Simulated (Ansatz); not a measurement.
# PdGe2 (model structure, started from the AlB2 type, P6/mmm, No. 191, 3 atoms in the cell)

These are PBE (plane waves, PAW; Ansatz, an electronic-structure program) values and carry that method's errors.

Settings: plane-wave cutoff 500 eV, 12×12×8 k mesh (along the axes of the cell as run), Fermi–Dirac smearing 0.05 eV, scalar-relativistic PAW data made under PBE.

Cell (relaxed at this level):

```xyz
3
Lattice="4.6564 0.0000 0.0000 -2.3282 4.0325 0.0000 0.0000 0.0000 2.7557" Properties=species:S:1:pos:R:3 pbc="T T T"
Pd     0.0000     0.0000     0.0000
Ge     0.0000     2.6884     1.3778
Ge     2.3282     1.3442     1.3778
```

```yaml
band_gap: zero (no gap)
```

Note: the relaxation could raise the start's symmetry but not lower it, so the cell can be a saddle point.

Spin–orbit coupling is not included.

A model structure was made by putting elements into a prototype or built by hand; it is no filed structure, need not be a known phase, and can be a saddle point held by its symmetry.
